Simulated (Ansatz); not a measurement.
Take BaTiO3 in the cubic perovskite structure (space group Pm-3m, No. 221; a = 4.019 Å) as the base.

Method: PBE, PAW, 420 eV (Ansatz, a program for electronic structure; no SOC).

Base values:

```
Item                             Value
-----------------------------  -------
Width of the top valence band  0.95 eV
```

It is then changed as follows: every lattice vector is stretched by 1.47 %; the atoms relax in the strained cell.

Task: What does the calculation give for the mean gap deformation potential ΔEg/Δln V and width of the top valence band after the change?

Result: The mean gap deformation potential ΔEg/Δln V comes out as -2.2 eV; the width of the top valence band falls by 0.03 eV, from 0.95 eV to 0.92 eV.

No phonon test of stability was made. The final runs are not spin-polarised. Many cubic perovskites are stable only at high temperature; tilts and polar distortions were not tested. This is not the structure that BaTiO3 has at room temperature and ambient pressure.
